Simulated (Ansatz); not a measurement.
# A computed series for hypothetical diamond Na: response to strain

Consider Na in the diamond structure (space group Fd-3m, No. 227; a = 7.584 Å; a hypothetical phase, not in the database extracts checked; relaxed with 0.1 eV smearing). Axes: x, y, z lie along the cube axes.

Strains are applied to the cell and any free atomic positions relax; under biaxial strain the out-of-plane vector relaxes too.

Level of theory: PBE, PAW, 420 eV (Ansatz, a quantum-chemistry and plane-wave program; no spin-orbit coupling).

Notes on the quantities. pressure: mean of the normal stresses, compression positive; energy relative to the base: free energy F.

```json
[
 {"change": "base", "pressure": "0.0 GPa", "volume per atom": "54.53 Å³", "energy relative to the base": "0 meV/atom", "space group": "Fd-3m (No. 227)"},
 {"change": "biaxial strain +4.00 %, plane normal [001], relaxed out of plane", "pressure": "3.0 GPa", "volume per atom": "29.87 Å³", "energy relative to the base": "-130 meV/atom", "space group": "I4_1/amd (No. 141)"},
 {"change": "isotropic strain −2.35 %", "pressure": "0.2 GPa", "volume per atom": "50.77 Å³", "energy relative to the base": "+2.7 meV/atom", "space group": "Fd-3m (No. 227)"},
 {"change": "tensor shear ε_xz = −0.51 %", "pressure": "0.0 GPa", "volume per atom": "54.53 Å³", "energy relative to the base": "-0.1 meV/atom", "space group": "Imma (No. 74)"},
 {"change": "tensor shear ε_yz = −0.68 %", "pressure": "0.0 GPa", "volume per atom": "54.53 Å³", "energy relative to the base": "-0.2 meV/atom", "space group": "Imma (No. 74)"}
]
```

Whether these cells are dynamically stable was not tested. Under biaxial strain +4.00 %, plane normal [001], relaxed out of plane the cell ends below the base's energy or with stress of the wrong sign: the atoms slid into a distortion or the cell is elastically unstable, so the base is not a stable minimum at this level.
